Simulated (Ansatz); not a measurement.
LaTiO2N (Imma, No. 74, 10 atoms in the cell; start mp-1222753) was calculated with PBEsol+SOC (plane waves, PAW; Ansatz, a quantum-chemistry and plane-wave program).

Run with plane-wave cutoff 520 eV, 8×8×8 k mesh, Fermi–Dirac smearing 0.01 eV, PAW data made under PBE.

Cell (relaxed with PBEsol):

```
CELL_PARAMETERS angstrom
     -2.73865     3.95077     2.77160
      2.73865    -3.95077     2.77160
      2.73865     3.95077    -2.77160
ATOMIC_POSITIONS crystal
  La 0.75257 0.00257 0.75000
  La 0.24743 0.99743 0.25000
  Ti 0.50000 0.50000 0.00000
  Ti 0.00000 0.50000 0.50000
  N  0.31710 0.56710 0.75000
  N  0.68290 0.43290 0.25000
  O  0.21455 0.50000 0.21455
  O  0.78545 0.50000 0.78545
  O  0.78545 0.00000 0.28545
  O  0.21455 0.00000 0.71455
```

Q: Predict the band gap.

A: 
- band gap = 0.95 eV (on the SCF k mesh)

Computed values are for the static lattice.

Cost on a shared machine: around 11 core-minutes (rough).

A start named mp-… is a Materials Project structure, which need not be a measured phase.
